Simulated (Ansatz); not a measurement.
```cif
data_Ag4I4
_chemical_formula_sum 'Ag4 I4'
_space_group_name_H-M_alt 'Fm-3m'
_space_group_IT_number 225
_space_group_name_Hall '-F 4 2 3'
_cell_length_a 5.89907
_cell_length_b 5.89907
_cell_length_c 5.89907
_cell_angle_alpha 90.000
_cell_angle_beta 90.000
_cell_angle_gamma 90.000
loop_
_atom_site_label
_atom_site_type_symbol
_atom_site_symmetry_multiplicity
_atom_site_Wyckoff_symbol
_atom_site_fract_x
_atom_site_fract_y
_atom_site_fract_z
_atom_site_occupancy
Ag1 Ag 4 a 0.00000 0.00000 0.00000 1
I1 I 4 b 0.50000 0.50000 0.50000 1
```
(The calculation used a cell of 2 atoms; values per cell refer to that cell.)

The cell is a database entry relaxed within its symmetry; it need not be the phase found at ambient conditions. At this level the gap is small or closed, and a narrow smearing was used. Spin-orbit coupling is not included.

### Question
This cell was relaxed within its symmetry with DFT at the LDA level (Ansatz, a first-principles code). Can a quasi-harmonic thermal-expansion study be run on it?

### Answer
Not as set up; a weak instability or too coarse a mesh can cause this, and the two were not told apart (phonon / k mesh 4×4×4 / 12×12×12, smearing 0.03 eV). The program stopped with this message:

```
vibrations stand at or below zero in cell 4 (0.125 modes a cell, the lowest at -23.1 cm⁻¹): the crystal is at no minimum there, or its k-points are too few: type the crystal that it becomes, another pressure, or a denser kpoints.mp_grid, in a new run
```

Keys are those of Ansatz 0.2.
